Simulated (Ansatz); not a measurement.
**Quick settings and what they miss: Ta4O (P4/mmm, 5 atoms in the cell)**

Self-consistent single point.

```yaml
crystal:
  lattice:
    - [3.31092, 0.00000, 0.00000]
    - [0.00000, 3.31092, 0.00000]
    - [0.00000, 0.00000, 7.53085]
  atoms:
    - { symbol: Ta, position: [0.00000, 0.00000, 0.50000] }
    - { symbol: Ta, position: [0.50000, 0.50000, 0.78316] }
    - { symbol: Ta, position: [0.50000, 0.50000, 0.21684] }
    - { symbol: Ta, position: [0.00000, 0.00000, 0.00000] }
    - { symbol: O, position: [0.50000, 0.50000, 0.50000] }
```

Method of the run: PBEsol, PAW files made with PBE (plane waves; Ansatz, a first-principles code).

Base settings: basis.ecutwfc = 420 eV; kpoints.mp_grid.grid = 10 10 5; hamiltonian.xc = pbesol; hamiltonian.pseudopotentials = {kind: paw} (the program's default PAW files); scf.occupations.method = cold; scf.occupations.width = 0.1 eV.

Tight run (finer mesh or higher cutoff; not a proven limit): basis.ecutwfc: 420 eV → 590 eV; kpoints.mp_grid.grid: 10 10 5 → 14 14 7; scf.convergence.dr2_threshold: default (1e-07 eV) → 1e-09 eV. It gave Fermi level (on the code's own zero) 17.47 eV; pressure -16.86 GPa; largest force (vector length) 0.173 eV/Å.

Quick runs, as changes from the base:
- A: the base itself
- B: basis.ecutwfc: 420 eV → 335 eV; kpoints.mp_grid.grid: 10 10 5 → 6 6 6; scf.convergence.dr2_threshold: default (1e-07 eV) → 0.001 eV
- C: basis.ecutwfc: 420 eV → 210 eV; kpoints.mp_grid.grid: 10 10 5 → 8 8 8; hamiltonian.xc: pbesol → lda; kpoints.mp_grid.shift: default → 0.5 0.5 0.5 [LDA (PW92)]
- D: basis.ecutwfc: 420 eV → 250 eV; kpoints.mp_grid.grid: 10 10 5 → 1 1 1; scf.occupations.method: cold → methfessel_paxton; scf.occupations.width: 0.1 eV → 0.272 eV; kpoints.mp_grid.shift: default → 0.5 0.5 0.5
- E: basis.ecutwfc: 420 eV → 210 eV; kpoints.mp_grid.grid: 10 10 5 → 2 2 2
- F: basis.ecutwfc: 420 eV → 295 eV; kpoints.mp_grid.grid: 10 10 5 → 8 8 8; scf.occupations.method: cold → methfessel_paxton; scf.occupations.width: 0.1 eV → 0.136 eV

Energies are extrapolated to zero smearing width, which holds to low order in the width alone.

Dashes: energy of C, another energy zero.

† marks runs with another functional, U, potentials or spin treatment: their distance from the tight run is not a convergence error alone.

The count of work is k-points × plane waves × bands × iterations; it is no time. 

Pressures in the table are Ansatz's without its Pulay estimate, at a fixed set of plane waves; the tight run's value above holds the estimate.

The starting cell comes from a database of computed structures (which also holds hypothetical and non-ambient phases and stackings), without a prior relaxation at this level. Its lattice was rescaled by a random factor within 2.5 % of one. Spin polarisation is off. In the base run, with a pressure of about -17 GPa the cell is away from its equilibrium volume at this level.

```csv
run,energy less tight (meV/atom),pressure less tight (GPa),largest miss in a force vector (eV/Å),count of work / tight
A,-1.0,-0.16,0.002,0.26
B,30.2,-2.00,0.122,0.094
C†,–,-97.92,0.542,0.048
D,1456.7,-29.92,5.055,0.0030
E,2191.1,-88.41,0.268,0.0088
F,106.1,-7.40,0.077,0.17
```

Among the runs at the tight run's level, the energy misses run from 1.0 to 2191.1 meV/atom.

Keys are those of Ansatz 0.2.
